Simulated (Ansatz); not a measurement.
Defect: interstitial Na in rock-salt NaCl, charge state +1. Level of theory: PBE, PAW (plane waves to 420 eV; Ansatz, a first-principles code).

Cell of 64 host sites held at the relaxed PBE lattice; the Γ point alone; Fermi-Dirac width 0.01 eV, spin-restricted; finite-size errors left in. Energies are static. The charge state is imposed; whether it is stable for some Fermi level was not computed. Sites that were not tried may lie lower.

Barriers: single points on a 2×2×2 k-point mesh shifted by half a step at the bands' geometries.

Relaxed starting cell (atoms counted from 1):

```yaml
crystal:
  lattice:
    - [11.39490, 0.00000, 0.00000]
    - [0.00000, 11.39490, 0.00000]
    - [0.00000, 0.00000, 11.39490]
  atoms:
    - { symbol: Na, position: [0.00048, 0.00042, 0.00105] }
    - { symbol: Na, position: [0.00370, 0.00373, 0.50051] }
    - { symbol: Na, position: [0.00374, 0.49986, 0.00440] }
    - { symbol: Na, position: [0.00261, 0.49906, 0.49981] }
    - { symbol: Na, position: [0.49998, 0.00366, 0.00430] }
    - { symbol: Na, position: [0.49904, 0.00259, 0.49962] }
    - { symbol: Na, position: [0.49913, 0.49895, 0.00308] }
    - { symbol: Na, position: [0.47745, 0.47733, 0.47782] }
    - { symbol: Cl, position: [0.25083, 0.99946, 0.00009] }
    - { symbol: Cl, position: [0.25101, 0.99927, 0.50139] }
    - { symbol: Cl, position: [0.25109, 0.50072, 0.99987] }
    - { symbol: Cl, position: [0.24643, 0.49988, 0.50058] }
    - { symbol: Cl, position: [0.74953, 0.99943, 0.99999] }
    - { symbol: Cl, position: [0.75032, 0.00388, 0.50052] }
    - { symbol: Cl, position: [0.75042, 0.49989, 0.00471] }
    - { symbol: Cl, position: [0.75282, 0.49763, 0.49808] }
    - { symbol: Na, position: [0.00035, 0.24983, 0.25052] }
    - { symbol: Na, position: [0.00373, 0.24664, 0.75105] }
    - { symbol: Na, position: [0.00381, 0.75036, 0.24715] }
    - { symbol: Na, position: [0.00257, 0.75131, 0.75189] }
    - { symbol: Na, position: [0.49973, 0.24668, 0.24725] }
    - { symbol: Na, position: [0.49908, 0.24775, 0.75174] }
    - { symbol: Na, position: [0.49900, 0.75116, 0.24846] }
    - { symbol: Na, position: [0.47646, 0.77322, 0.77436] }
    - { symbol: Cl, position: [0.25064, 0.25069, 0.25132] }
    - { symbol: Cl, position: [0.25109, 0.25103, 0.75004] }
    - { symbol: Cl, position: [0.25100, 0.74943, 0.25166] }
    - { symbol: Cl, position: [0.24608, 0.75026, 0.75095] }
    - { symbol: Cl, position: [0.74941, 0.25110, 0.25178] }
    - { symbol: Cl, position: [0.75033, 0.24616, 0.75102] }
    - { symbol: Cl, position: [0.75034, 0.75036, 0.24637] }
    - { symbol: Cl, position: [0.75345, 0.75336, 0.75412] }
    - { symbol: Na, position: [0.24981, 0.00040, 0.25042] }
    - { symbol: Na, position: [0.24663, 0.00373, 0.75095] }
    - { symbol: Na, position: [0.24671, 0.49979, 0.24733] }
    - { symbol: Na, position: [0.24783, 0.49897, 0.75182] }
    - { symbol: Na, position: [0.75035, 0.00384, 0.24717] }
    - { symbol: Na, position: [0.75130, 0.00254, 0.75190] }
    - { symbol: Na, position: [0.75123, 0.49907, 0.24836] }
    - { symbol: Na, position: [0.77335, 0.47681, 0.77410] }
    - { symbol: Cl, position: [0.99949, 0.99950, 0.25141] }
    - { symbol: Cl, position: [0.99940, 0.99941, 0.75008] }
    - { symbol: Cl, position: [0.99929, 0.50078, 0.25175] }
    - { symbol: Cl, position: [0.00405, 0.49992, 0.75106] }
    - { symbol: Cl, position: [0.50079, 0.99931, 0.25161] }
    - { symbol: Cl, position: [0.49992, 0.00385, 0.75091] }
    - { symbol: Cl, position: [0.49997, 0.49985, 0.24685] }
    - { symbol: Cl, position: [0.49767, 0.49769, 0.75330] }
    - { symbol: Na, position: [0.24980, 0.24974, 0.00104] }
    - { symbol: Na, position: [0.24666, 0.24669, 0.50040] }
    - { symbol: Na, position: [0.24660, 0.75030, 0.00442] }
    - { symbol: Na, position: [0.24782, 0.75118, 0.49961] }
    - { symbol: Na, position: [0.75037, 0.24662, 0.00441] }
    - { symbol: Na, position: [0.75119, 0.24772, 0.49978] }
    - { symbol: Na, position: [0.75132, 0.75133, 0.00300] }
    - { symbol: Na, position: [0.77363, 0.77335, 0.47663] }
    - { symbol: Cl, position: [0.99952, 0.25073, 0.00020] }
    - { symbol: Cl, position: [0.99922, 0.25106, 0.50146] }
    - { symbol: Cl, position: [0.99944, 0.74946, 0.99999] }
    - { symbol: Cl, position: [0.00410, 0.75030, 0.50049] }
    - { symbol: Cl, position: [0.50078, 0.25098, 0.99980] }
    - { symbol: Cl, position: [0.49997, 0.24640, 0.50053] }
    - { symbol: Cl, position: [0.49987, 0.75026, 0.00484] }
    - { symbol: Cl, position: [0.49737, 0.75290, 0.49783] }
    - { symbol: Na, position: [0.62575, 0.62608, 0.62606] }
```
Cell charge +1.

End state 1 differs by these moves (Å; atoms that move under 0.08 Å are left out):

| atom | element | Δx | Δy | Δz |
|---|---|---|---|---|
| 2 | Na | -0.08 | -0.04 | -0.04 |
| 3 | Na | -0.08 | -0.04 | -0.04 |
| 5 | Na | 0.28 | 0.22 | 0.22 |
| 8 | Na | 0.27 | 0.21 | 0.22 |
| 18 | Na | -0.08 | 0.08 | -0.01 |
| 19 | Na | -0.08 | -0.01 | 0.08 |
| 21 | Na | 0.01 | 0.07 | 0.08 |
| 24 | Na | -1.15 | 1.16 | 1.15 |
| 34 | Na | -0.23 | 0.22 | -0.28 |
| 35 | Na | 0.04 | -0.04 | 0.07 |
| 37 | Na | 0.04 | -0.05 | 0.08 |
| 40 | Na | -0.22 | 0.22 | -0.28 |
| 50 | Na | 0.04 | 0.07 | -0.04 |
| 51 | Na | -0.22 | -0.28 | 0.22 |
| 53 | Na | 0.04 | 0.08 | -0.05 |
| 56 | Na | -0.22 | -0.28 | 0.23 |
| 65 | Na | -1.16 | 1.14 | 1.15 |

Task: Give the forward and backward barriers to end state 1 at the level PBE, PAW.

Result: forward 0.24 eV, backward 0.24 eV; at the saddle point atom 24 has neighbours 3 Cl at 2.51, Cl at 3.04; 4 Na at 3.15 Å. The saddle point's order was not checked, and it lies on a symmetry element of the cell, where a band can be held.

End state 2 differs by these moves (Å; atoms that move under 0.08 Å are left out):

| atom | element | Δx | Δy | Δz |
|---|---|---|---|---|
| 6 | Na | -0.25 | 0.23 | -0.25 |
| 8 | Na | 0.25 | 0.23 | 0.25 |
| 24 | Na | 0.00 | -0.53 | 0.00 |
| 30 | Cl | 0.00 | 0.09 | 0.00 |
| 38 | Na | 0.25 | 0.24 | 0.25 |
| 40 | Na | -0.25 | 0.24 | -0.25 |
| 53 | Na | 0.00 | 0.08 | 0.00 |
| 56 | Na | 0.00 | -0.53 | 0.00 |
| 62 | Cl | 0.00 | 0.09 | 0.00 |
| 65 | Na | 0.00 | 2.83 | 0.00 |

Task: What forward and backward barriers to end state 2 does PBE, PAW give?

Result: forward 0.45 eV, backward 0.45 eV; at the saddle point atom 65 has neighbours 2 Cl at 2.43, 2 Cl at 3.14; Na at 2.74, Na at 2.78 Å. The saddle point's order was not checked, and it lies on a symmetry element of the cell, where a band can be held.
